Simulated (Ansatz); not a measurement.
Where the default PAW files enter, the runs use the earlier of Ansatz's two default sets.

By PBEsol, the system below comes out a metal.

The ballistic (Sharvin) conductance counts the channels at the Fermi level: G/A = (e²/h) × channels of both spins per area.

Consider the following.

```yaml
crystal:
  lattice:
    - [3.25623, 0.00000, 0.00000]
    - [0.00000, 5.14594, 0.00000]
    - [1.62811, 0.00000, 2.81998]
  atoms:
    - { symbol: Hf, position: [0.33333, 0.75000, 0.33333] }
    - { symbol: Hf, position: [0.66667, 0.25000, 0.66667] }
```

Space group of this cell: P6_3/mmc, hcp (Mg type). The cell is strained (all lengths scaled by 1.02); by PBEsol its mean pressure is -8.7 GPa.

The current flows along the normal of the first two printed cell vectors, the (100) plane of the conventional cell. No spin-orbit coupling; the value is a mean over 0.1 eV about the Fermi level.

Estimate the ballistic conductance per area that PBEsol (Ansatz, a quantum-chemistry and plane-wave program) returns for this system.

0.50 × 10¹⁵ S/m² for both spins.
